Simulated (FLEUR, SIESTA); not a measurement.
A FLEUR input for a self-consistent single point of TaGa₃ (I4/mmm, 4 atoms in the cell) (DFT, LDA (Perdew-Zunger), all-electron FLAPW (FLEUR), scalar-relativistic valence):

Input of the input generator:

```
scf TaGa3
&input film=f /
-3.5097259703 3.5097259703 8.0223447128
3.5097259703 -3.5097259703 8.0223447128
3.5097259703 3.5097259703 -8.0223447128
1.0
1.0 1.0 1.0

4
73 0.0000000000 0.0000000000 0.0000000000
31 0.5000000000 0.5000000000 0.0000000000
31 0.7500000000 0.2500000000 0.5000000000
31 0.2500000000 0.7500000000 0.5000000000

&comp jspins=1 /
&exco xctyp='pz' /
&kpt div1=9 div2=9 div3=9 /
&end /
```

```xml
<?xml version="1.0" encoding="UTF-8" standalone="no"?>
<fleurInput fleurInputVersion="0.39">
   <comment>
      scf TaGa3                                                                                           
   </comment>
   <calculationSetup>
      <cutoffs Kmax="4.2" Gmax="16.8" GmaxXC="16.8" numbands="0"/>
      <scfLoop itmax="60" minDistance="0.00001" maxIterBroyd="25" imix="Anderson" alpha="0.05" precondParam="0.0" spinf="2.0"/>
      <coreElectrons ctail="T" frcor="F" kcrel="0" coretail_lmax="0"/>
      <xcFunctional name="pz" relativisticCorrections="F"/>
      <magnetism jspins="1"/>
      <soc l_soc="F" theta="0.0" phi="0.0" spav="F"/>
      <expertModes spex="0" secvar="F"/>
      <geometryOptimization l_f="T" forcealpha="1.0" forcemix="BFGS" epsdisp="0.00001" epsforce="0.00001"/>
      <ldaU l_linMix="F" mixParam="0.05" spinf="1.0"/>
   </calculationSetup>
   <cell>
      <bzIntegration valenceElectrons="66.0" mode="hist" fermiSmearingEnergy="0.00367493">
         <kPointListSelection listName="default-1"/>
         <!-- k-points included here -->
         <xi:include xmlns:xi="http://www.w3.org/2001/XInclude" href="kpts.xml"> </xi:include>
      </bzIntegration>
      <!-- symmetry operations included here -->
      <xi:include xmlns:xi="http://www.w3.org/2001/XInclude" href="sym.xml"> </xi:include>
      <bulkLattice scale="1.0">
         <bravaisMatrix>
            <row-1>   -3.5097259702999999     3.5097259702999999     8.0223447128000007</row-1>
            <row-2>    3.5097259702999999    -3.5097259702999999     8.0223447128000007</row-2>
            <row-3>    3.5097259702999999     3.5097259702999999    -8.0223447128000007</row-3>
         </bravaisMatrix>
      </bulkLattice>
   </cell>
   <atomSpecies>
      <species name="Tantalum (Ta)" element="Ta" atomicNumber="73">
         <mtSphere radius="2.37" gridPoints="817" logIncrement="0.016"/>
         <atomicCutoffs lmax="10" lnonsphr="8"/>
         <electronConfig flipSpins="F">
            <coreConfig>(1s1/2) (2s1/2) (2p1/2) (2p3/2) (3s1/2) (3p1/2) (3p3/2) (4s1/2) (3d3/2) (3d5/2) (4p1/2) (4p3/2) (4d3/2) (4d5/2)</coreConfig>
            <valenceConfig>(5s1/2) (5p1/2) (5p3/2) (6s1/2) (4f5/2) (4f7/2) (5d3/2) (5d5/2)</valenceConfig>
            <stateOccupation state="(5d3/2)" spinUp="0.6" spinDown="0.6"/>
            <stateOccupation state="(5d5/2)" spinUp="0.9" spinDown="0.9"/>
         </electronConfig>
         <energyParameters s="6" p="6" d="5" f="5"/>
         <lo type="SCLO" l="0" n="5" eDeriv="0"/>
         <lo type="SCLO" l="1" n="5" eDeriv="0"/>
         <lo type="SCLO" l="3" n="4" eDeriv="0"/>
      </species>
      <species name="Gallium (Ga)" element="Ga" atomicNumber="31">
         <mtSphere radius="2.37" gridPoints="817" logIncrement="0.015"/>
         <atomicCutoffs lmax="10" lnonsphr="8"/>
         <electronConfig flipSpins="F">
            <coreConfig>(1s1/2) (2s1/2) (2p1/2) (2p3/2) (3s1/2) (3p1/2) (3p3/2)</coreConfig>
            <valenceConfig>(4s1/2) (3d3/2) (3d5/2) (4p1/2) (4p3/2)</valenceConfig>
            <stateOccupation state="(4p1/2)" spinUp="0.1666666666667" spinDown="0.1666666666667"/>
            <stateOccupation state="(4p3/2)" spinUp="0.3333333333333" spinDown="0.3333333333333"/>
         </electronConfig>
         <energyParameters s="4" p="4" d="3" f="4"/>
         <lo type="HELO" l="2" n="4" eDeriv="0"/>
      </species>
   </atomSpecies>
   <atomGroups>
      <atomGroup species="Tantalum (Ta)">
         <relPos label="                   1">.0000000000 .0000000000 .0000000000</relPos>
         <force calculate="T" relaxXYZ="TTT"/>
      </atomGroup>
      <atomGroup species="Gallium (Ga)">
         <relPos label="                   2">1.000/2.000 1.000/2.000 .0000000000</relPos>
         <force calculate="T" relaxXYZ="TTT"/>
      </atomGroup>
      <atomGroup species="Gallium (Ga)">
         <relPos label="                   3">-1.000/4.000 1.000/4.000 1.000/2.000</relPos>
         <relPos label="                   4">1.000/4.000 -1.000/4.000 1.000/2.000</relPos>
         <force calculate="T" relaxXYZ="TTT"/>
      </atomGroup>
   </atomGroups>
   <output dos="F" band="F" slice="F">
      <checks vchk="F" cdinf="F"/>
      <bandDOS minEnergy="-.5*Htr" maxEnergy="0.5*Htr" sigma="0.015" storeEVData="T"/>
      <vacuumDOS vacdos="F" integ="F" star="F" nstars="0" locx1="0.0" locy1="0.0" locx2="0.0" locy2="0.0" nstm="0" tworkf="0.0"/>
      <unfoldingBand unfoldBand="F" supercellX="1" supercellY="1" supercellZ="1"/>
      <plotting iplot="0" polar="F">
         <plot TwoD="T" vec1="  1.0  0.0  0.0" vec2="  0.0  1.0  0.0" vec3="  0.0  0.0  1.0" zero="  0.0  0.0  0.0" file="plot"/>
      </plotting>
      <chargeDensitySlicing numkpt="0" minEigenval="0.0" maxEigenval="0.0" nnne="0" pallst="F"/>
      <specialOutput eonly="F"/>
      <magneticCircularDichroism mcd="F" energyLo="-10.0" energyUp="0.0"/>
   </output>
  <!-- We include the file relax.xml here to enable relaxations (see documentation) -->
  <xi:include xmlns:xi="http://www.w3.org/2001/XInclude" href="relax.xml"> <xi:fallback/> </xi:include>
</fleurInput>
```

Question: Give the SIESTA input for the same structure, mesh, smearing and functional.

Answer: One input that does it (others would too):

```
# files in the folder: Ta.psml Ga.psml (PseudoDojo LDA standard)
SystemName  TaGa3
SystemLabel TaGa3

NumberOfAtoms                4
NumberOfSpecies              2
%block ChemicalSpeciesLabel
  1 73 Ta
  2 31 Ga
%endblock ChemicalSpeciesLabel
LatticeConstant              1.0 Ang
%block LatticeVectors
    -1.857267000    1.857267000    4.245242000
     1.857267000   -1.857267000    4.245242000
     1.857267000    1.857267000   -4.245242000
%endblock LatticeVectors
AtomicCoordinatesFormat      Ang
%block AtomicCoordinatesAndAtomicSpecies
     0.000000000    0.000000000    0.000000000  1
     0.000000000    0.000000000    4.245242000  2
     0.000000000    1.857267000    2.122621000  2
     1.857267000    0.000000000    2.122621000  2
%endblock AtomicCoordinatesAndAtomicSpecies

XC.functional                LDA
XC.authors                   PW92
PAO.BasisSize                TZP
PAO.EnergyShift              0.01 Ry
MeshCutoff                   400 Ry
%block kgrid.MonkhorstPack
    9   0   0  0.0
    0   9   0  0.0
    0   0   9  0.0
%endblock kgrid.MonkhorstPack
OccupationFunction           FD
ElectronicTemperature        1160.45 K

MaxSCFIterations             150
SCF.Mixer.Method             Broyden
SCF.Mixer.Weight             0.1
SCF.Mixer.History            8
SCF.DM.Tolerance             1.0E-05
Diag.ParallelOverK           true
WriteForces                  true
```

Basis settings and potentials, where a program has them, do not carry over. This input uses DFT, LDA PW92, numerical atomic orbitals TZP, PseudoDojo LDA standard norm-conserving potentials (rewritten from UPF to PSML). LDA parametrisations can differ slightly between programs.

The starting cell comes from a database of computed structures (which also holds hypothetical and non-ambient phases and stackings), without a prior relaxation at this level. For this run, on top of that: lattice scaled by 0.98.
